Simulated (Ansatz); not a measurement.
**What Zr on a Ta site does to KTaO3**

The parent structure is a 20-atom supercell of KTaO3 in the cubic perovskite structure (space group Pm-3m, No. 221; a = 3.985 Å) at its relaxed geometry.

Modification: a neutral Zr on a Ta site, atoms relaxed at fixed cell, starting from a slightly rattled geometry.

Computed with Kohn–Sham DFT with the PBEsol functional, run in Ansatz (an electronic-structure program) with PAW and 420 eV plane waves, without spin-orbit coupling. Γ-centred 4×4×4 mesh, Fermi–Dirac width 0.01 eV.

The gap of the supercell becomes zero (base: 2.14 eV) and the total moment of the cell amounts to 0.6 μB. The largest displacement of a host atom from its site in the perfect cell is 0.06 Å and the mean distance from the defect site to its nearest host atoms increases by 6 pm (199 pm → 205 pm).

Cost of the whole job for the changed cell (relaxation, final SCF and bands): roughly 11 core-minutes.

Other magnetic orders, which the real material may have, were not ruled out. In so small a cell the defect repeats every few ångströms: this is an ordered compound, not a dilute defect. A case with no gap was solved on a k-mesh chosen for an insulator, which is coarse for it. With Ta present, leaving out spin-orbit coupling can change the band edges. No Hubbard U is applied, and correlation can decide whether such a compound is a metal. The defect cell is spin-polarised and ends with 0.6 μB, a fractional moment that hangs on the mesh and smearing.
